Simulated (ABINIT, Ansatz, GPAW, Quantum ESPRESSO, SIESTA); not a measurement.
## ScZn₃ (P6_3/mmc, 8 atoms in the cell) computed with different codes at matched settings

Self-consistent single point, at a second geometry (lattice scaled by 0.98). First geometry:

```
CELL_PARAMETERS angstrom
      5.80685     0.00000     0.00000
     -2.90342     5.02888     0.00000
      0.00000     0.00000     4.28978
ATOMIC_POSITIONS crystal
  Sc 0.33333 0.66667 0.75000
  Sc 0.66667 0.33333 0.25000
  Zn 0.84266 0.68533 0.75000
  Zn 0.15734 0.31467 0.25000
  Zn 0.15734 0.84266 0.25000
  Zn 0.84266 0.15734 0.75000
  Zn 0.31467 0.15734 0.75000
  Zn 0.68533 0.84266 0.25000
```

Shared settings, as Ansatz (a first-principles code) writes them: kpoints.mp_grid.grid = 5 5 5; scf.occupations.method = fermi_dirac; scf.occupations.width = 0.05 eV. Potentials and cutoffs stand in the table.

| code | model | ΔF from the first geometry (meV/atom) | pressure (GPa) | largest force (eV/Å) | cutoff |
|---|---|---|---|---|---|
| ABINIT | LDA (PW92), PAW (JTH v2.0 LDA PAW) | -4.0 | 2.33 | 0.022 | 30 Ha |
| Quantum ESPRESSO | LDA (PZ), GBRV 1.5 ultrasoft (LDA) pseudopotentials | -3.3 | 1.94 | 0.039 | 50 Ry |
| Ansatz | LDA (PW92), PAW files made with PBE | -4.1 | 2.39 | 0.027 | default |
| SIESTA | LDA PW92, numerical atomic orbitals DZP, PseudoDojo LDA standard norm-conserving potentials (rewritten from UPF to PSML) | -56.3 | -6.11 | 0.200 | grid 400 Ry |
| GPAW | LDA (Perdew-Wang 92), GPAW PAW datasets LDA (gpaw-data 1.0.1) | -5.4 | 2.16 | 0.018 | 800 eV |

For Quantum ESPRESSO (by 0.6 GPa) the energy change implies a higher mean pressure, against the two pressures, than for the other programs: a sign of finite-basis (Pulay) stress.

The spread over the programs that give each value: ΔF from the first geometry within 53.0 meV/atom; pressure within 8.50 GPa; largest force within 0.182 eV/Å.

SIESTA uses small atom-centred bases, whose incompleteness enters pressures, forces and empty levels differently from a plane-wave cutoff. Ansatz's pressure is given at a fixed set of plane waves, as the other plane-wave codes print theirs; with its correction for the finite basis it is 2.43 GPa. The same LDA comes in different parametrisations, which differ slightly. In the pressure, SIESTA (by 8.36) lies more than 1 GPa from the median of the plane-wave programs. In the force vectors, SIESTA (by 0.225) lies more than 0.08 eV/Å from the median of the plane-wave programs.

The starting cell comes from a database of computed structures (which also holds hypothetical and non-ambient phases and stackings), without a prior relaxation at this level. Its lattice was rescaled by a random factor within 2.5 % of one. For this run, on top of that: lattice scaled by 0.98.

Left out of this page: FLEUR (with a known weakness of the program).

Keys are those of Ansatz 0.2.
